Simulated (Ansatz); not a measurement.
**Cr, pressure series**

Take Cr in the bcc (W type) structure (space group Im-3m, No. 229; non-magnetic) as the base.

```
CELL_PARAMETERS angstrom
     -1.42395     1.42395     1.42395
      1.42395    -1.42395     1.42395
      1.42395     1.42395    -1.42395
ATOMIC_POSITIONS crystal
  Cr 0.00000 0.00000 0.00000
```

Cell and atoms are relaxed at each pressure.

Method: Ansatz (a program for electronic structure) PBE, no spin-orbit coupling, earlier PAW set.

```csv
pressure (GPa),volume per atom (Å³/atom)
-2,11.641
0,11.549
3,11.419
7,11.256
15,10.963
30,?
50,10.004
75,9.512
100,9.113
```

Problem. Fit the third-order Birch–Murnaghan form P(V) = (3B₀/2)[(V₀/V)^(7/3) − (V₀/V)^(5/3)]·[1 + (3/4)(B₀′ − 4)((V₀/V)^(2/3) − 1)] (squares taken in P) to the rows shown and predict the withheld row.

Solution. Least squares on the printed values gives V₀ = 11.549 Å³/atom, B₀ = 259 GPa, B₀′ = 4.1; this predicts 10.500 Å³/atom, and the run gives 10.500 Å³/atom, in agreement.

Load acts through the strain it causes; cell and atoms are relaxed under it. Whether these cells are dynamically stable was not tested. Competing high-pressure phases were not computed. Starting moments died away, wholly or in part, for the base; another magnetic solution may exist. The final runs are not spin-polarised. Real Cr is antiferromagnetic at low temperature and ambient pressure, an order that this cell doesn't hold.
